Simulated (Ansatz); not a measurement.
Base system: GaN in the wurtzite structure (space group P6_3mc, No. 186).

```cif
data_Ga2N2
_chemical_formula_sum 'Ga2 N2'
_space_group_name_H-M_alt 'P63mc'
_space_group_IT_number 186
_space_group_name_Hall 'P 6c -2c'
_cell_length_a 3.18261
_cell_length_b 3.18261
_cell_length_c 5.18530
_cell_angle_alpha 90.000
_cell_angle_beta 90.000
_cell_angle_gamma 120.000
loop_
_atom_site_label
_atom_site_type_symbol
_atom_site_symmetry_multiplicity
_atom_site_Wyckoff_symbol
_atom_site_fract_x
_atom_site_fract_y
_atom_site_fract_z
_atom_site_occupancy
Ga1 Ga 2 b 0.66667 0.33333 0.00091 1
N1 N 2 b 0.33333 0.66667 0.12429 1
```

The values are results of Kohn–Sham DFT with the PBEsol functional, run in Ansatz (a quantum-chemistry and plane-wave program) with PAW and 420 eV plane waves, no SOC, not measurements.

For the base:

Band gap: 1.88 eV
Volume per atom: 11.37 Å³
Electron mass: 0.16 mₑ along c, 0.17 mₑ across (at Γ)
Valence-band top at Γ: 0.00, 0.00, -0.04 eV

It is then changed as follows: a hydrostatic pressure of 4.5 GPa.

Problem. Estimate the effect on the band gap, volume per atom, electron mass and valence-band top at Γ.

Solution. The band gap increases by 0.149 eV (1.88 eV → 2.02 eV); the volume per atom falls by 0.255 Å³ (11.37 Å³ → 11.12 Å³); the electron mass becomes 0.17 mₑ along c, 0.18 mₑ across (at Γ) (base: 0.16 mₑ along c, 0.17 mₑ across (at Γ)); the valence-band top at Γ (three highest levels, from the VBM) goes from 0.00, 0.00, -0.04 eV to 0.00, 0.00, -0.05 eV.

Load acts through the strain it causes; cell and atoms are relaxed under it. Effective masses come from finite differences of ±0.01 Å⁻¹. Stability against distortions was not tested. Tetrahedral semiconductors of this kind turn to denser phases somewhere between about 1 and 50 GPa; those were not computed, so compressed cells here can lie past the real transition.
